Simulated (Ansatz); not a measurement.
The starting structures come from a database of crystals and need not be the phases stable at ambient conditions.

Inside the gap of an insulator the Bloch states are evanescent, with a wavenumber k + iκ along the transport direction.

Input:

```
BiIrS
1.0
    6.21906     0.00000     0.00000
    0.00000     6.21906     0.00000
    0.00000     0.00000     6.21906
Bi Ir S
4 4 4
Direct
  0.87137   0.37137   0.87137
  0.62863   0.62863   0.37137
  0.37137   0.12863   0.12863
  0.12863   0.87137   0.62863
  0.52265   0.02265   0.52265
  0.97735   0.97735   0.02265
  0.02265   0.47735   0.47735
  0.47735   0.52265   0.97735
  0.11828   0.61828   0.11828
  0.38172   0.38172   0.61828
  0.61828   0.88172   0.88172
  0.88172   0.11828   0.38172
```

Space group of this cell: P2_13. The cell is taken as given; by PBEsol its mean pressure is -5.3 GPa.

Transport runs along the normal of the first two printed cell vectors, the (001) plane of the conventional cell.

No gap correction and no spin-orbit coupling; mid-gap values are interpolated between computed energies.

Task: Give the band gap and the smallest decay constant κ at mid-gap that PBEsol (Ansatz, a first-principles code) yields.

Result: Gap 0.67 eV on a 6×6×6 mesh; κ = 0.134 1/Å, at (0.500, 0.500) of the in-plane reciprocal vectors. At the zone centre, at the nearest computed energy, the slowest state has κ = 0.18 1/Å.
